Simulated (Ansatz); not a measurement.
This concerns the energy of the reaction as written. Reaction: 8 Si (diamond) + 4 H2O (gas) → cell A. A negative value means that the right-hand side lies lower.

Cell A: a slab of Si (diamond, Fd-3m) cut along (111), 20 atoms, hexagonal cell of 7.74 Å (51.8 Å²), symmetry P1, 4.4 Å thick under 16 Å of vacuum, in-plane vectors held at the crystal's; planes from bottom to top: H4 | Si4 × 2 | O4 | H4, its two faces unlike (dipole correction applied); added, foreign or displaced atoms, above the top plane and below the bottom plane: four times H bound to 1 Si at 1.50 Å; four times OH bound through O to 1 Si at 1.69 Å; spin state with PBE: run without spin, k-point mesh 5×5×1.
```
CELL_PARAMETERS angstrom
      7.73573     0.00000     0.00000
     -3.86787     6.69934     0.00000
      0.00000     0.00000    20.29763
ATOMIC_POSITIONS crystal
  Si 0.33962 0.16352 0.46681
  Si 0.17208 0.32974 0.50366
  H  0.34518 0.16644 0.39280
  O  0.15372 0.32050 0.58664
  H  0.28081 0.38298 0.60967
  Si 0.33962 0.66352 0.46681
  Si 0.17208 0.82974 0.50366
  H  0.34518 0.66644 0.39280
  O  0.15372 0.82050 0.58664
  H  0.28081 0.88298 0.60967
  Si 0.83962 0.16352 0.46681
  Si 0.67208 0.32974 0.50366
  H  0.84518 0.16644 0.39280
  O  0.65372 0.32050 0.58664
  H  0.78081 0.38298 0.60967
  Si 0.83962 0.66352 0.46681
  Si 0.67208 0.82974 0.50366
  H  0.84518 0.66644 0.39280
  O  0.65372 0.82050 0.58664
  H  0.78081 0.88298 0.60967
```

Reference: Si (diamond, Fd-3m), 8 atoms in the cell, a perfect crystal on lattice vectors that match the other cells', k-point mesh 5×5×9 on the run's own vectors.

Reference: an isolated H2O molecule (singlet) in a box of 11 × 13 × 13 Å.

Plane-wave PAW calculations with Ansatz (an electronic-structure program), its default PAW set, cutoff 420 eV, 500 eV for r2SCAN. The structures are at rest with PBE, within the held lattices; other levels are single points on them. HSE06 runs on coarser k-point meshes, mended by the PBE difference between the two meshes. Neutral cells; Fermi-Dirac smearing of at most 0.05 eV in the solids, energies taken to zero width. The lattices are those relaxed with PBE, so at other levels the solids can be strained, which adds to the spread. Larger cells are relaxed from a start prepared with the learned potential CHGNet till forces fall under 0.03 eV/Å, which some starts already meet. A dispersion term (D3(BJ), or D4 for r2SCAN) was computed beside these levels and is taken off wherever the name lacks it. Nuclei at rest; no vibrational terms. Cells are local rest points, mostly with their start's symmetry. No correction for cell size.

What value does r2SCAN give?

-1.54 eV, for 8 Si (diamond) + 4 H2O (gas) → cell A.

What do the other levels give, and how wide is the spread?


```csv
Functional,value (eV),less r2SCAN
PBE,-1.16,0.38
HSE06,-1.16,0.38
```

The levels span 0.38 eV, from r2SCAN (-1.54) to PBE (-1.16).
